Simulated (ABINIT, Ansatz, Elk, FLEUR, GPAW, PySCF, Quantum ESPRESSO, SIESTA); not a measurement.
**One structure in several programs: KBr (Fm-3m, 2 atoms in the cell)**

Self-consistent single point.

```
KBr
1.0
    0.00000     3.30000     3.30000
    3.30000     0.00000     3.30000
    3.30000     3.30000     0.00000
K Br
1 1
Direct
  0.00000   0.00000   0.00000
  0.50000   0.50000   0.50000
```

Shared settings, as Ansatz (a program for electronic structure) writes them: kpoints.mp_grid.grid = 5 5 5; scf.occupations.method = fermi_dirac; scf.occupations.width = 0.05 eV. Potentials and cutoffs stand in the table.

```json
[
 {"code": "Elk", "model": "PBE, all-electron FP-LAPW, Elk's shipped species files, APW+lo basis with extra local orbitals", "pressure (GPa)": "–", "gap on the mesh (eV)": "4.440", "cutoff": "rgkmax 8"},
 {"code": "PySCF", "model": "PBE, Gaussian basis gth-dzvp-molopt-sr, GTH pseudopotentials gth-pbe, FFT density fitting with multigrid", "pressure (GPa)": "–", "gap on the mesh (eV)": "4.518", "cutoff": "grid 60 Ha"},
 {"code": "Ansatz", "model": "PBE, default PAW files", "pressure (GPa)": "0.71", "gap on the mesh (eV)": "4.435", "cutoff": "420 eV"},
 {"code": "GPAW", "model": "PBE, GPAW PAW datasets PBE (gpaw-data 1.0.1)", "pressure (GPa)": "0.68", "gap on the mesh (eV)": "4.442", "cutoff": "550 eV"},
 {"code": "Quantum ESPRESSO", "model": "PBE, PSlibrary PAW (PBE) pseudopotentials", "pressure (GPa)": "0.66", "gap on the mesh (eV)": "4.435", "cutoff": "55 Ry"},
 {"code": "ABINIT", "model": "PBE, PAW (JTH v2.0 PBE PAW)", "pressure (GPa)": "0.74", "gap on the mesh (eV)": "4.432", "cutoff": "21 Ha"},
 {"code": "SIESTA", "model": "GGA PBE, numerical atomic orbitals DZP, PseudoDojo PBE standard norm-conserving potentials (rewritten from UPF to PSML)", "pressure (GPa)": "1.24", "gap on the mesh (eV)": "4.385", "cutoff": "grid 350 Ry"},
 {"code": "FLEUR", "model": "PBE, all-electron FLAPW (FLEUR), scalar-relativistic valence", "pressure (GPa)": "–", "gap on the mesh (eV)": "4.436", "cutoff": "Kmax 4.5 1/bohr"}
]
```

A dash marks a value that a program does not give, or that is left out as unsure.

Gaps are read on the mesh.

The spread over the programs that give each value: pressure within 0.58 GPa; gap on the mesh within 0.133 eV.

PySCF and SIESTA use small atom-centred bases, whose incompleteness enters pressures, forces and empty levels differently from a plane-wave cutoff. Elk and FLEUR treat all electrons, but the usual bases taken here (sphere radii, linearisation, local orbitals, empty states) were not tested for convergence, so the values are no reference for the others. Ansatz's pressure is given at a fixed set of plane waves, as the other plane-wave codes print theirs.

On the base mesh (6 6 6) the same programs gave: Ansatz pressure 0.71 GPa, gap on the mesh 4.435 eV; Quantum ESPRESSO pressure 0.66 GPa, gap on the mesh 4.435 eV; ABINIT pressure 0.74 GPa, gap on the mesh 4.432 eV; GPAW pressure 0.67 GPa, gap on the mesh 4.442 eV; PySCF gap on the mesh 4.518 eV; Elk gap on the mesh 4.441 eV; FLEUR gap on the mesh 4.436 eV; SIESTA pressure 1.24 GPa, gap on the mesh 4.385 eV.

The starting cell has typed, rounded lattice constants, without a prior relaxation at this level.

Left out of this page: CP2K (on another mesh).

Keys are those of Ansatz 0.2.
